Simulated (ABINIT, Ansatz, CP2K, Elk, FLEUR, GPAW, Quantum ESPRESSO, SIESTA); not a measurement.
## Code comparison for AlInSb2 (P-4m2, 4 atoms in the cell)

Self-consistent single point, at a second geometry (lattice scaled by 0.98). First geometry:

```
CELL_PARAMETERS angstrom
      4.42055     0.00000     0.00000
      0.00000     4.42055     0.00000
      0.00000     0.00000     6.22819
ATOMIC_POSITIONS crystal
  Al 0.00000 0.00000 0.00000
  In 0.50000 0.50000 0.50000
  Sb 0.00000 0.50000 0.23337
  Sb 0.50000 0.00000 0.76663
```

Shared settings, as Ansatz (a first-principles code) writes them: kpoints.mp_grid.grid = 4 4 3; scf.occupations.method = fermi_dirac; scf.occupations.width = 0.02 eV. Potentials and cutoffs stand in the table.

| code | model | ΔF from the first geometry (meV/atom) | pressure (GPa) | largest force (eV/Å) | gap on the mesh (eV) | cutoff |
|---|---|---|---|---|---|---|
| ABINIT | PBEsol, norm-conserving pseudopotentials (PseudoDojo nc-sr-04 PBEsol standard) | 47.0 | 6.28 | 0.126 | 0.745 | 40 Ha |
| CP2K | PBEsol, GPW, DZVP-MOLOPT-SR-GTH basis, GTH-PBE potentials (GTH_POTENTIALS) | 66.7 | 8.27 | 0.131 | 0.660 | grid 500 Ry |
| Elk | PBEsol, all-electron FP-LAPW, Elk's shipped species files, default APW+lo basis | 46.7 | – | – | 0.740 | default |
| SIESTA | GGA PBEsol, numerical atomic orbitals DZP, PseudoDojo PBEsol standard norm-conserving potentials (rewritten from UPF to PSML) | 50.8 | 6.73 | 0.161 | 0.864 | grid 300 Ry |
| Quantum ESPRESSO | PBEsol, PseudoDojo standard norm-conserving (PBESOL) pseudopotentials | 47.0 | 6.28 | 0.126 | 0.745 | 80 Ry |
| GPAW | PBEsol, GPAW PAW datasets PBEsol (made by gpaw-setup) | 43.9 | 5.88 | 0.072 | 0.760 | 550 eV |
| FLEUR | PBEsol, all-electron FLAPW (FLEUR), scalar-relativistic valence | 47.5 | – | – | 0.747 | Kmax 4.4 1/bohr |
| Ansatz | PBEsol, PAW files made with PBE | 46.8 | 6.31 | 0.117 | 0.746 | default |

A dash marks a value that a program does not give, or that is left out as unsure.

Gaps are read on the mesh.

On Ansatz's run: spin-orbit coupling is off.

The spread over the programs that give each value: ΔF from the first geometry within 22.8 meV/atom; pressure within 2.39 GPa; largest force within 0.089 eV/Å; gap on the mesh within 0.204 eV.

CP2K and SIESTA use small atom-centred bases, whose incompleteness enters pressures, forces and empty levels differently from a plane-wave cutoff. Elk and FLEUR treat all electrons, but the usual bases taken here (sphere radii, linearisation, local orbitals, empty states) were not tested for convergence, so the values are no reference for the others. Ansatz's pressure is given at a fixed set of plane waves, as the other plane-wave codes print theirs. In the pressure, CP2K (by 1.99) lies more than 1 GPa from the median of the plane-wave programs.

The starting cell comes from a database of computed structures (which also holds hypothetical and non-ambient phases and stackings), without a prior relaxation at this level. Its lattice was rescaled by a random factor within 2.5 % of one. For this run, on top of that: lattice scaled by 0.98.

Keys are those of Ansatz 0.2.
